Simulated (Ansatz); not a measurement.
**CdSe, pressure series**

Consider CdSe in the zinc blende structure (space group F-43m, No. 216; a = 6.1964 Å).

Cell and atoms are relaxed at each pressure.

Method: PBE, PAW, 420 eV (Ansatz, a quantum-chemistry and plane-wave program; scalar-relativistic without spin-orbit coupling), earlier PAW set.

Two rows of this table had their results exchanged by mistake.

```csv
pressure,volume per atom (Å³),shortest distance (Å),band gap
pressure −2 GPa,31.28,2.729,0.39 eV
pressure −1 GPa,30.45,2.704,0.44 eV
pressure 0.9 GPa,24.18,2.504,0.91 eV
pressure 2.1 GPa,28.50,2.645,0.58 eV
pressure 4.5 GPa,27.37,2.610,0.66 eV
pressure 9 GPa,25.76,2.558,0.79 eV
pressure 15 GPa,29.18,2.666,0.53 eV
pressure 22.5 GPa,22.74,2.454,1.02 eV
pressure 30 GPa,21.63,2.413,1.10 eV
```

Task: Which two?

Result: The rows for pressure 0.9 GPa and pressure 15 GPa: the volume has to fall steadily with pressure, so 29.18 Å³ belongs to pressure 0.9 GPa and 24.18 Å³ to pressure 15 GPa.

Load acts through the strain it causes; cell and atoms are relaxed under it. Whether these cells are dynamically stable was not tested. Tetrahedral semiconductors of this kind turn to denser phases somewhere between about 1 and 50 GPa; those were not computed, so compressed cells here can lie past the real transition.
